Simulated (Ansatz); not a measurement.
Base system: SrTe in the rock salt structure (space group Fm-3m, No. 225; a = 6.607 Å).

Level of theory: PBEsol (Ansatz, an electronic-structure program, PAW, no spin-orbit coupling).

Strains are applied to the cell and any free atomic positions relax.

One change was made to it. Results:

The energy goes up by 3.5 meV/atom; the pressure goes from zero to -1.00 GPa; the hole mass (degenerate bands, along [100]) becomes 0.15, 0.89, 0.89 mₑ (at Γ) (base: 0.14, 0.85, 0.85 mₑ (at Γ)).

Question: Name the change that was made.
A. isotropic strain +2.00 %
B. isotropic strain +0.50 %
C. isotropic strain −1.50 %
D. isotropic strain +1.00 %

Answer: D, isotropic strain +1.00 %. For comparison, the energy relative to the base in the other runs: isotropic strain +2.00 % gives +14 meV/atom; isotropic strain +0.50 % gives +0.9 meV/atom; isotropic strain −1.50 % gives +8.6 meV/atom.

Spin-orbit coupling, missing from the scalar runs, can matter with Te. The levels and masses belong to the bands next to the band gap. Masses are band curvatures over ±0.01 Å⁻¹ around the edge. Stability against distortions was not tested.
